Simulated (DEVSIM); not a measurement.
Structure: Schottky contact on p-type Ge, at 300 K.

```csv
layer (left to right),material,thickness (μm),Na (cm⁻³),τn (s),τp (s)
1,Ge,7.90,6e15,4.4e-5,4.4e-5
```

Left contact: Schottky, work function 4.184 eV, emission velocity 3.9e6 cm/s. Right contact: ohmic. Voltage is applied to the left contact. Recombination: SRH at mid-gap. Mobility is μmin + (μ − μmin)/(1 + (N/Nref)^α).

This is a model device: material constants are rounded textbook-type values typed into the input, and sizes, dopings and lifetimes were drawn at random. Values at 300 K.

```
parameter           Ge
-------------  -------
gap (eV)         0.664
affinity (eV)        4
permittivity        16
Nc (cm⁻³)      1.04e19
Nv (cm⁻³)         6e18
μn (cm²/Vs)       3900
μp (cm²/Vs)       1900
μn,min             150
μp,min             100
Nref,n          2.6e17
Nref,p            4e17
αn                0.56
αp                 0.6
```

Simulated with DEVSIM: 1D drift-diffusion, Boltzmann statistics, complete ionisation; no tunnelling, impact ionisation, image-force lowering or self-heating. Metal contacts follow the ideal Schottky-Mott rule: no Fermi-level pinning, no interface dipoles.

Problem. Tabulate band edges, carrier densities and field at zero bias.

Solution. Energies count from the Fermi level of the right contact; mesh points crowd at the junctions.

```csv
x (μm),Ec (eV),Ev (eV),n (cm⁻³),p (cm⁻³),field (V/cm)
0.000,0.184,-0.480,8.4e15,5.2e10,20000
0.01358,0.211,-0.453,3.0e15,1.5e11,19000
0.03481,0.249,-0.415,6.9e14,6.3e11,17000
0.06797,0.301,-0.363,9.1e13,4.8e12,15000
0.1384,0.388,-0.276,3.2e12,1.4e14,9900
0.2299,0.452,-0.212,2.6e11,1.7e15,4400
0.3727,0.481,-0.183,8.5e10,5.1e15,630
0.7052,0.485,-0.179,7.3e10,6.0e15,≈ 0
1.115,0.485,-0.179,7.3e10,6.0e15,≈ 0
1.756,0.485,-0.179,7.3e10,6.0e15,≈ 0
2.758,0.485,-0.179,7.3e10,6.0e15,≈ 0
4.680,0.485,-0.179,7.3e10,6.0e15,≈ 0
5.848,0.485,-0.179,7.3e10,6.0e15,≈ 0
6.595,0.485,-0.179,7.3e10,6.0e15,≈ 0
7.201,0.485,-0.179,7.3e10,6.0e15,≈ 0
7.461,0.485,-0.179,7.3e10,6.0e15,≈ 0
7.628,0.485,-0.179,7.3e10,6.0e15,≈ 0
7.735,0.485,-0.179,7.3e10,6.0e15,≈ 0
7.817,0.485,-0.179,7.3e10,6.0e15,≈ 0
7.855,0.485,-0.179,7.3e10,6.0e15,≈ 0
7.880,0.485,-0.179,7.3e10,6.0e15,≈ 0
7.900,0.485,-0.179,7.3e10,6.0e15,≈ 0
```
